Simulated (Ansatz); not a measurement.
**How the formation enthalpy of SnGe (model structure, started from the MnP type, Pnma, No. 62, 8 atoms in the cell) moves with the method**

No measured value is used here.

```csv
level (code),value (eV/atom)
PBE (Ansatz),0.149
PBEsol (Ansatz),0.133
PBE-D3(BJ) (Ansatz),0.130
```

Density-functional levels without +SOC have no spin–orbit coupling, which shifts binding energies of heavy elements. PBE-D3(BJ): a distance lies near a switch of the dispersion term, which can move the cell. Each level is taken at its own relaxed cell. Ansatz's density-functional and Hartree–Fock values are scalar-relativistic unless marked +SOC, with PAW data made under PBE.

A model structure was made by putting elements into a prototype or built by hand; it is no filed structure, need not be a known phase, and can be a saddle point held by its symmetry.

Ansatz is a quantum-chemistry and plane-wave program.
